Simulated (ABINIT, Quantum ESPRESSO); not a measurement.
A Quantum ESPRESSO input for a self-consistent single point of MoOs (P-6m2, 2 atoms in the cell) (DFT, PBEsol, plane waves, SSSP 1.1.2 efficiency (PBE) pseudopotentials):

```fortran
&CONTROL
    calculation = 'scf',
    prefix = 'MoOs',
    outdir = './tmp',
    pseudo_dir = './',
    tprnfor = .true.,
    tstress = .true.,
/
&SYSTEM
    ibrav = 0,
    nat = 2,
    ntyp = 2,
    ecutwfc = 60,
    ecutrho = 480,
    occupations = 'smearing',
    smearing = 'fd',
    degauss = 0.0036749,
    input_dft = 'pbesol',
/
&ELECTRONS
    conv_thr = 1.0d-10,
/
ATOMIC_SPECIES
Mo    95.9500  Mo_ONCV_PBE-1.0.oncvpsp.upf
Os   190.2300  Os_pbe_v1.2.uspp.F.UPF
ATOMIC_POSITIONS {crystal}
Mo    0.66666667    0.33333333    0.50000000
Os    0.33333333    0.66666667    0.00000000
K_POINTS {automatic}
14 14 7  0 0 0
CELL_PARAMETERS {angstrom}
   2.77730891     0.00000000     0.00000000
  -1.38865446     2.40522007     0.00000000
   0.00000000     0.00000000     4.49984900
```

Q: Give the ABINIT input for the same structure, mesh, smearing and functional.

A: One input that does it (others would too):

```
# MoOs, JTH v2.0 PBE PAW
pp_dirpath "./"
pseudos "Mo.GGA_PBE-JTH.xml, Os.GGA_PBE-JTH.xml"
acell 3*1.0 Angstrom
rprim
         2.7773089145    0.0000002698    0.0000000000
        -1.3886546909    2.4052199392    0.0000000000
         0.0000000000    0.0000000000    4.4998490000
natom 2
ntypat 2
znucl 42 76
typat 1 2
xred
         0.6666666667    0.3333333333    0.5000000000
         0.3333333333    0.6666666667    0.0000000000
ecut 20
pawecutdg 40
pawxcdev 0
ixc -116133
occopt 3
tsmear 0.00183747
nband 16
kptopt 1
ngkpt 14 14 7
nshiftk 1
shiftk 0 0 0
nstep 80
tolvrs 1.0e-10
prtwf 0
prtden 0
```

Basis, cutoffs, solver keys and any potentials are the target program's own. This input uses DFT, PBEsol, plane waves, PAW (JTH v2.0 PBE PAW, files made for PBE). Both were run: pressure -9.51 GPa in Quantum ESPRESSO and -9.42 in ABINIT.

On ABINIT: the starting cell comes from a database of computed structures (which also holds hypothetical and non-ambient phases and stackings), without a prior relaxation at this level. Its lattice was rescaled by a random factor within 2.5 % of one. Spin polarisation is off. The potentials were made for another functional than the one used. With a pressure of about -9 GPa the cell is away from its equilibrium volume at this level.

On Quantum ESPRESSO: the starting cell comes from a database of computed structures (which also holds hypothetical and non-ambient phases and stackings), without a prior relaxation at this level. Its lattice was rescaled by a random factor within 2.5 % of one. Spin polarisation is off. With a pressure of about -10 GPa the cell is away from its equilibrium volume at this level.
